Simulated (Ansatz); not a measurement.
Cs2NaBiF6 (space group Fm-3m, No. 225)

Space group Fm-3m (No. 225); a = 9.154 Å, b = 9.154 Å, c = 9.154 Å, α = 90.00°, β = 90.00°, γ = 90.00°

| atom | site | symmetry | x | y | z |
|---|---|---|---|---|---|
| Cs | 8c | -43m | 0.2500 | 0.2500 | 0.2500 |
| Na | 4b | m-3m | 0.5000 | 0.5000 | 0.5000 |
| Bi | 4a | m-3m | 0.0000 | 0.0000 | 0.0000 |
| F | 24e | 4m.m | 0.0000 | 0.0000 | 0.2470 |
(The calculation used a cell of 10 atoms; values per cell refer to that cell.)

Level of theory: Ansatz (an electronic-structure program) PBEsol, without spin-orbit coupling. k-mesh 6×6×6 (Γ-centred); smearing 0.05 eV (Fermi–Dirac).

| Property | Result |
|---|---|
| Volume per atom | 19.17 Å³ |
| Density | 5.30 g/cm³ |
| Band gap | 4.96 eV, indirect, W → Γ–X (20 % along) |
| Lowest conduction-band minima above the VBM | a point along ⟨100⟩, about 0.1 Å⁻¹ from Γ 4.96 eV; a point along ⟨111⟩, about 0.1 Å⁻¹ from Γ 4.96 eV; a point along ⟨110⟩, about 0.1 Å⁻¹ from Γ 4.96 eV |
| Total energy | -2970.197 eV/atom (σ→0; compares only within this code and set-up) |

With Bi present, leaving out spin-orbit coupling can change the band edges. Stability against distortions was not tested.
